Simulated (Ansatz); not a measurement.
Consider the following.

End structure of a constructed model of the (0001) surface of hcp Co, ferromagnetic, (√3x√3)R30° layer of S, one a cell, on the site that continues the host's stacking (bottom of the slab: a bare face, its two planes held):

```xyz
19
Lattice="3.7394 2.1589 0.0000 -3.7394 2.1589 0.0000 0.0000 0.0000 28.5000" Properties=species:S:1:pos:R:3 pbc="T T T"
Co     1.2465     0.7196     8.2303
Co     0.0000     2.8786     8.2303
Co    -1.2465     0.7196     8.2303
Co     0.0000     1.4393    10.2466
Co     2.4929     1.4393    10.2466
Co    -2.4929     1.4393    10.2466
Co     1.2465     0.7196    12.2858
Co     0.0000     2.8786    12.2839
Co    -1.2465     0.7196    12.2839
Co     0.0018     1.4382    14.2868
Co     2.4911     1.4382    14.2868
Co    -2.4929     1.4414    14.2868
Co     1.2465     0.7196    16.3368
Co     0.0000     2.8786    16.3150
Co    -1.2465     0.7196    16.3150
Co    -0.0262     1.4544    18.3066
Co     2.5191     1.4544    18.3066
Co    -2.4929     1.4090    18.3066
S      1.2465     0.7196    19.9083
```

Set-up: 19 atoms, 12.0 Å thick at the start with caps and adatoms (thin: gaps and levels are the slab's own); mesh 10x10x1; 0.1 eV smearing; dipole correction on; 6 atoms held, the rest relaxed; held to the start's symmetry, so lower structures may exist; spin-polarised, ending with about 29.0 μB a cell; orders that need a larger cell were not tried, no spin-orbit, no U. It is one candidate, not shown to be the stable structure of the face.

Question: Predict the work function of the top face from PBE in Ansatz (an electronic-structure program).

Answer: 5.36 eV
